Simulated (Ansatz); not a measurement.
Terminations of the (100) surface of rock-salt TiN, measured from the surface 'a layer of Ag, one atom over each N'. Atoms come from or go to: Ag: fcc Ag, C: graphite, Co: hcp Co, ferromagnetic, Cr: bcc Cr, antiferromagnetic, Mg: hcp Mg, N: ½ N2(g), O: ½ O2(g), Ru: hcp Ru, Sc: hcp Sc, Si: silicon, Ta: bcc Ta, Ti: hcp Ti, W: bcc W. ΔE is the energy of forming the row's surface from that one (negative: more stable at these reservoirs); the vacuum level's shift is aligned on the shared bottom. No zero-point or thermal terms. These are constructed structures in small cells; real faces may alloy, dewet or reconstruct in larger ones, and not all known structures of the face are among them. Slabs of about 13 Å, Fermi-Dirac smearing of 0.1 eV. Bottom of the slabs: a bare face, its two planes held. Relaxed from the named starts with such symmetry as they have, on meshes of like density; energies extrapolated to zero smearing; spin only where a row says so; no spin-orbit coupling, no U. Brackets mark spin-polarised runs, whose order is one that fits the cell. A dash marks a value that is undefined for that row (no clear gap, or no work function of a gapped slab) or was not read reliably on its mesh.

Computed with PBE (plane waves to 420 eV, PAW; Ansatz, an electronic-structure program).

```json
[
 {"surface": "top plane replaced by RuO", "atoms added per 1x1": "-1 Ag, -1 N, +1 O, +1 Ru, -1 Ti", "ΔE per 1x1 (eV)": "2.87", "shift of the vacuum level (eV)": "-1.02", "work function (eV)": "3.81"},
 {"surface": "top plane replaced by CrO [spin, 3.8 μB a cell]", "atoms added per 1x1": "-1 Ag, +1 Cr, -1 N, +1 O, -1 Ti", "ΔE per 1x1 (eV)": "[?]", "shift of the vacuum level (eV)": "-1.52", "work function (eV)": "3.23"},
 {"surface": "a layer of Ag, one atom over each N", "atoms added per 1x1": "none", "ΔE per 1x1 (eV)": "0.00", "shift of the vacuum level (eV)": "0.00", "work function (eV)": "4.77"},
 {"surface": "O on all N sites of the second plane", "atoms added per 1x1": "-1 Ag, -1 N, +1 O", "ΔE per 1x1 (eV)": "-1.60", "shift of the vacuum level (eV)": "-1.78", "work function (eV)": "2.97"},
 {"surface": "Ta on half the Ti sites of the top plane, c(2x2)", "atoms added per 1x1": "-1 Ag, +0.5 Ta, -0.5 Ti", "ΔE per 1x1 (eV)": "[?]", "shift of the vacuum level (eV)": "-1.84", "work function (eV)": "2.95"},
 {"surface": "Si on half the Ti sites of the top plane, c(2x2)", "atoms added per 1x1": "-1 Ag, +0.5 Si, -0.5 Ti", "ΔE per 1x1 (eV)": "[?]", "shift of the vacuum level (eV)": "-1.11", "work function (eV)": "3.65"},
 {"surface": "a layer of Co, one atom over each N [spin, 1.4 μB a cell]", "atoms added per 1x1": "-1 Ag, +1 Co", "ΔE per 1x1 (eV)": "0.91", "shift of the vacuum level (eV)": "-0.39", "work function (eV)": "4.37"},
 {"surface": "Mg on all Ti sites of the top plane", "atoms added per 1x1": "-1 Ag, +1 Mg, -1 Ti", "ΔE per 1x1 (eV)": "[?]", "shift of the vacuum level (eV)": "-2.08", "work function (eV)": "2.65"},
 {"surface": "Sc on all Ti sites of the top plane", "atoms added per 1x1": "-1 Ag, +1 Sc, -1 Ti", "ΔE per 1x1 (eV)": "-0.89", "shift of the vacuum level (eV)": "-2.52", "work function (eV)": "2.24"},
 {"surface": "a layer of Ag, one atom over each Ti", "atoms added per 1x1": "none", "ΔE per 1x1 (eV)": "0.08", "shift of the vacuum level (eV)": "-0.59", "work function (eV)": "4.18"},
 {"surface": "W on half the Ti sites of the top plane, c(2x2)", "atoms added per 1x1": "-1 Ag, -0.5 Ti, +0.5 W", "ΔE per 1x1 (eV)": "1.09", "shift of the vacuum level (eV)": "-1.54", "work function (eV)": "3.26"},
 {"surface": "C on all N sites of the top plane", "atoms added per 1x1": "-1 Ag, +1 C, -1 N", "ΔE per 1x1 (eV)": "[?]", "shift of the vacuum level (eV)": "-0.80", "work function (eV)": "3.96"}
]
```

### Question
Fill in the missing entries.

### Answer

- top plane replaced by CrO [spin, 3.8 μB a cell], ΔE per 1x1 (eV): 0.17
- Ta on half the Ti sites of the top plane, c(2x2), ΔE per 1x1 (eV): 0.09
- Si on half the Ti sites of the top plane, c(2x2), ΔE per 1x1 (eV): 1.35
- Mg on all Ti sites of the top plane, ΔE per 1x1 (eV): 1.00
- C on all N sites of the top plane, ΔE per 1x1 (eV): 1.36
